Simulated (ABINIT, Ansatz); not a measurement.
An ABINIT input for a self-consistent single point of Hf (P6_3/mmc, 2 atoms in the cell) (DFT, PBEsol, plane waves, PAW (JTH v2.0 PBE PAW, files made for PBE)):

```
# Hf, JTH v2.0 PBE PAW
pp_dirpath "./"
pseudos "Hf.GGA_PBE-JTH.xml"
acell 3.2201539029 3.2201539029 5.0889320000 Angstrom
rprim
         1.0000000000    0.0000000070    0.0000000000
        -0.5000000061    0.8660254003    0.0000000000
         0.0000000000    0.0000000000    1.0000000000
natom 2
ntypat 1
znucl 72
typat 1 1
xcart
        -0.0000000130    1.8591567227    1.2722330000
         1.6100769450    0.9295783726    3.8166990000
      Angstrom
ecut 20
pawecutdg 40
pawxcdev 0
ixc -116133
occopt 7
tsmear 0.136 eV
nband 17
kptopt 1
ngkpt 16 16 9
nshiftk 1
shiftk 0 0 0
nstep 50
toldfe 1.0e-09
prtwf 0
prtden 0
prtvol 1
enunit 1
```

Task: Give the Ansatz (a program for electronic structure) input for the same structure, mesh, smearing and functional.

Result: This is the input that was run; spellings and numerical settings could be chosen otherwise.

Ansatz 0.2 input:
```yaml
# Hf
crystal:
  lattice:
    - [3.220154, 0.000000, 0.000000]
    - [-1.610077, 2.788735, 0.000000]
    - [0.000000, 0.000000, 5.088932]
  atoms:
    - { symbol: Hf, position: [0.333333, 0.666667, 0.250000] }
    - { symbol: Hf, position: [0.666667, 0.333333, 0.750000] }
kpoints:
  mp_grid:
    grid: [16, 16, 9]
hamiltonian:
  xc: pbesol
  pseudopotentials:
    kind: paw
scf:
  occupations:
    method: gaussian
    width: 0.136
output:
  forces: true
  eigenvalues: true
  stress: true
```

Basis, cutoffs, solver keys and any potentials are the target program's own. This input uses DFT, PBEsol, plane waves, default PAW files made with PBE. Both were run: pressure -5.89 GPa in ABINIT and -5.81 in Ansatz. Ansatz's pressure is the one without its finite-basis correction.

On Ansatz: the starting cell comes from a database of computed structures (which also holds hypothetical and non-ambient phases and stackings), without a prior relaxation at this level. Its lattice was rescaled by a random factor within 2.5 % of one. With a pressure of about -6 GPa the cell is away from its equilibrium volume at this level.

On ABINIT: the starting cell comes from a database of computed structures (which also holds hypothetical and non-ambient phases and stackings), without a prior relaxation at this level. Its lattice was rescaled by a random factor within 2.5 % of one. The potentials were made for another functional than the one used. With a pressure of about -6 GPa the cell is away from its equilibrium volume at this level.
